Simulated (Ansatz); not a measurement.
System: cubic perovskite CsPbCl₃ (cubic high-temperature phase). Method: r²SCAN+rVV10 (plane waves, PAW; Ansatz, a quantum-chemistry and plane-wave program).

Settings: plane-wave cutoff 560 eV, 6×6×6 k mesh, Fermi–Dirac smearing 0.01 eV, scalar-relativistic PAW data made under PBE.

Equation-of-state points:

| V (Å³/atom) | E − E_lowest (meV/atom) |
|---|---|
| 33.500 | 12.04 |
| 34.212 | 5.14 |
| 34.925 | 1.23 |
| 35.638 | 0.00 |
| 36.351 | 1.15 |
| 37.063 | 4.43 |
| 37.776 | 9.61 |

Q: Fit the third-order Birch–Murnaghan equation and give B0 and B′.

A: V0 = 35.637 Å³/atom, B0 = 26.8 GPa, B′ = 4.7 (fit to the energies at full precision).

Note: the relaxation could not lower the start's symmetry, so the cell can be a saddle point above a distorted one.

Spin–orbit coupling is not included; it can shift volumes and moduli of such heavy elements.

The computed numbers hold no vibrational or temperature effects.

Cost on a shared machine: very roughly 2.0 core-minutes.
